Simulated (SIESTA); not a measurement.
## SIESTA run on B2Pt3 (Cm, 5 atoms in the cell): self-consistent single point

Computed with LDA PW92, numerical atomic orbitals DZP, PseudoDojo LDA standard norm-conserving potentials (rewritten from UPF to PSML) in SIESTA 5.4.2.

This input was run:

```
# files in the folder: B.psml Pt.psml (PseudoDojo LDA standard)
SystemName  B2Pt3
SystemLabel B2Pt3

NumberOfAtoms                5
NumberOfSpecies              2
%block ChemicalSpeciesLabel
  1 5 B
  2 78 Pt
%endblock ChemicalSpeciesLabel
LatticeConstant              1.0 Ang
%block LatticeVectors
     2.740180000   -1.584740000    0.000000000
     2.740180000    1.584740000    0.000000000
    -0.032779000    0.000000000    7.367897000
%endblock LatticeVectors
AtomicCoordinatesFormat      Bohr
%block AtomicCoordinatesAndAtomicSpecies
    -0.037396265   -0.000000000    9.290326892  1
    -0.013698959    0.000000000    3.893931393  1
     3.436044453    0.000000000    1.931023509  2
     6.854696203   -0.000000000   11.496057258  2
     6.897932295    0.000000000    6.456655361  2
%endblock AtomicCoordinatesAndAtomicSpecies

XC.functional                LDA
XC.authors                   PW92
PAO.BasisSize                DZP
PAO.EnergyShift              0.01 Ry
MeshCutoff                   400 Ry
%block kgrid.MonkhorstPack
    9   0   0  0.0
    0   9   0  0.0
    0   0   4  0.0
%endblock kgrid.MonkhorstPack
OccupationFunction           FD
ElectronicTemperature        100.0 meV

MaxSCFIterations             150
SCF.Mixer.Method             Broyden
SCF.Mixer.Weight             0.25
SCF.Mixer.History            8
SCF.DM.Tolerance             1.0E-05
Diag.ParallelOverK           true
WriteForces                  true
Charge.Mulliken              end
```

Log, with long lists cut:

```
reinit: Reading from file input.fdf

reinit: System Name: B2Pt3
reinit: System Label: B2Pt3

coor:   Atomic-coordinates input format  =     Cartesian coordinates
coor:                                            (in Bohr units)

siesta: Atomic coordinates (Bohr) and species
siesta:     -0.03740  -0.00000   9.29033  1        1
siesta:     -0.01370   0.00000   3.89393  1        2
siesta:      3.43604   0.00000   1.93102  2        3
siesta:      6.85470  -0.00000  11.49606  2        4
siesta:      6.89793   0.00000   6.45666  2        5

siesta: System type = bulk

initatomlists: Number of atoms, orbitals, and projectors:      5    83   112

siesta: ******************** Simulation parameters ****************************
redata: Spin configuration                          = none
redata: Time-Reversal Symmetry                      = T
redata: Number of Atomic Species                    =        2
redata: Mesh Cutoff                                 =   400.0000 Ry
redata: Net charge of the system                    =     0.0000 |e|
redata: Min. number of SCF Iter                     =        0
redata: Max. number of SCF Iter                     =      150
redata: SCF convergence failure will abort job
redata: SCF mix quantity                            = Hamiltonian
redata: Mix DM or H after convergence               =   F
redata: Recompute H after scf cycle                 =   F
redata: Mix DM in first SCF step                    =   T
redata: No kicks to SCF
redata: DM Mixing Weight for Kicks                  =     0.5000
redata: Require Harris convergence for SCF          =   F
redata: Harris energy tolerance for SCF             =     0.000100 eV
redata: Require DM convergence for SCF              =   T
redata: DM tolerance for SCF                        =     0.000010
redata: Require EDM convergence for SCF             =   F
redata: EDM tolerance for SCF                       =     0.001000 eV
   [... lines left out ...]
diag: Parallel distribution                         =     1 x     1
diag: Used triangular part                          = Lower
diag: Absolute tolerance                            =  0.100E-15
diag: Orthogonalization factor                      =  0.100E-05
diag: Memory factor                                 =  1.0000

superc: Internal auxiliary supercell:     7 x     7 x     3  =     147
superc: Number of atoms, orbitals, and projectors:    735  12201  16464

                        Single-point calculation

superc: Internal auxiliary supercell:     7 x     7 x     3  =     147
superc: Number of atoms, orbitals, and projectors:    735  12201  16464

outcell: Unit cell vectors (Ang):
        2.740180   -1.584740    0.000000
        2.740180    1.584740    0.000000
       -0.032779    0.000000    7.367897

outcell: Cell vector modules (Ang)   :    3.165436    3.165436    7.367970
outcell: Cell angles (23,13,12) (deg):     90.2207     90.2207     60.0845
outcell: Cell volume (Ang**3)        :     63.9898
new_DM -- step:     1
Initializing Density Matrix...

Attempting to read DM from file... Failed...
DM filled with atomic data:

InitMesh: MESH = 36 x 36 x 90 = 116640
InitMesh: Mesh cutoff (required, used) =   400.000   412.382 Ry

stepf: Fermi-Dirac step function
        iscf     Eharris(eV)        E_KS(eV)     FreeEng(eV)     dDmax    Ef(eV) dHmax(eV)
   scf:    1   -10711.446714   -10794.147084   -10794.210326  1.237622 -0.834747 19.701066
   scf:    2   -10836.957111   -10825.603074   -10825.645312  0.315774 -2.516571  4.109600
   scf:    3   -10826.350927   -10826.237322   -10826.277023  0.098527 -2.778519  2.017926
   scf:    4   -10826.428847   -10826.409294   -10826.449024  0.035058 -2.829415  1.110743
   scf:    5   -10826.479703   -10826.456746   -10826.496050  0.031768 -2.927876  0.306301
   scf:    6   -10826.460677   -10826.459915   -10826.499380  0.006571 -2.947210  0.117033
   [... 4 lines left out ...]
   scf:   11   -10826.461742   -10826.461746   -10826.501393  0.000086 -2.978547  0.000692
   scf:   12   -10826.461743   -10826.461744   -10826.501393  0.000037 -2.978701  0.000433
   scf:   13   -10826.461743   -10826.461744   -10826.501393  0.000018 -2.978785  0.000293
   scf:   14   -10826.461743   -10826.461743   -10826.501393  0.000012 -2.978837  0.000190
   scf:   15   -10826.461743   -10826.461743   -10826.501393  0.000007 -2.978856  0.000147
SCF Convergence by DM+H criterion
max |DM_out - DM_in|         :     0.0000067335
max |H_out - H_in|      (eV) :     0.0001467474
SCF cycle converged after 15 iterations

Using DM_out to compute the final energy and forces

siesta: E_KS(eV) =           -10826.4617

siesta: E_KS - E_eggbox =    -10826.4617

siesta: Atomic forces (eV/Ang):
     1   -0.004020    0.000000    0.375398
     2   -0.007057    0.000000   -0.171920
     3    0.019625    0.000000    0.273422
     4    0.007500   -0.000000   -0.134815
     5   -0.017211    0.000000   -0.343866
   Tot   -0.001163    0.000000   -0.001781
   Max    0.375398
   Res    0.159679    sqrt( Sum f_i^2 / 3N )
   Max    0.375398    constrained

Stress tensor Voigt[x,y,z,yz,xz,xy] (kbar):      140.81      140.91      157.50       -0.00       -0.63       -0.00
(Free)E + p*V (eV/cell)   -10832.3488
Target enthalpy (eV/cell)   -10826.5014

siesta: Program's energy decomposition (eV):
siesta: Ebs     =     -1891.430458
siesta: Eions   =     14970.308908
siesta: Ena     =      2225.858087
siesta: Ekin    =      3138.270516
siesta: Enl     =       643.766457
siesta: Eso     =         0.000000
siesta: Edftu   =         0.000000
siesta: DEna    =       125.521438
siesta: DUscf   =         4.908211
siesta: DUext   =         0.000000
siesta: Ex      =     -1829.674059
siesta: Ec      =      -164.803487
siesta: Exc     =     -1994.477546
siesta: Eharris =    -10826.461743
siesta: Etot    =    -10826.461743
siesta: FreeEng =    -10826.501393

siesta: Atomic forces (eV/Ang):
siesta:      1   -0.004020    0.000000    0.375398
siesta:      2   -0.007057    0.000000   -0.171920
siesta:      3    0.019625    0.000000    0.273422
siesta:      4    0.007500   -0.000000   -0.134815
siesta:      5   -0.017211    0.000000   -0.343866
siesta: ----------------------------------------
siesta:    Tot   -0.001163    0.000000   -0.001781

siesta: Stress tensor (static) (eV/Ang**3):
siesta:     0.087889   -0.000000   -0.000390
siesta:    -0.000000    0.087949   -0.000000
siesta:    -0.000390   -0.000000    0.098303

siesta: Cell volume =         63.989785 Ang**3

siesta: Pressure (static):
   [... lines left out ...]
siesta:        -146.40756970       -144.60642655  kBar
   [... lines left out ...]
               3Pdxy   3Pdyz   3Pdz2   3Pdxz   3Pdx2-y2
   1  3.614   0.673   0.300   0.670   0.654   0.675   0.120   0.104   0.117
              0.057   0.069   0.048   0.069   0.057
   2  3.946   0.936   0.204   0.652   0.600   0.655   0.196   0.135   0.195
              0.073   0.079   0.067   0.079   0.073

Species: Pt
Atom  Qatom  Qorb
               5s      6s      6s      5py     5pz     5px     6py     6pz
               6px     5dxy    5dyz    5dz2    5dxz    5dx2-y2 5dxy    5dyz
               5dz2    5dxz    5dx2-y2
   3 17.478   1.937   0.491   0.007   1.960   1.981   1.960   0.284   0.306
              0.284   1.436   1.424   1.577   1.422   1.436   0.211   0.196

              0.156   0.197   0.212
   4 17.571   1.945   0.469   0.035   1.966   1.979   1.967   0.280   0.319
              0.279   1.488   1.474   1.537   1.480   1.488   0.190   0.175

              0.135   0.175   0.190
   5 17.390   1.934   0.309   0.073   1.962   1.966   1.961   0.259   0.310
              0.261   1.535   1.485   1.640   1.477   1.535   0.148   0.138

              0.107   0.140   0.148

mulliken: Qtot =       60.000

Mulliken Atomic Populations:
Atom #   charge [q] valence [e]  Species
     1    -0.614257    3.614257  B
     2    -0.945832    3.945832  B
     3     0.521618   17.478382  Pt
     4     0.428807   17.571193  Pt
     5     0.609664   17.390336  Pt
 Total     0.000000
```

The run converged in 15 iterations.

The starting cell comes from a database of computed structures (which also holds hypothetical and non-ambient phases and stackings), without a prior relaxation at this level. Spin polarisation is off. Values carry the incompleteness of an atom-centred basis. With a pressure of about -15 GPa the cell is away from its equilibrium volume at this level.

Cost on one core of a shared machine: roughly 40 s.
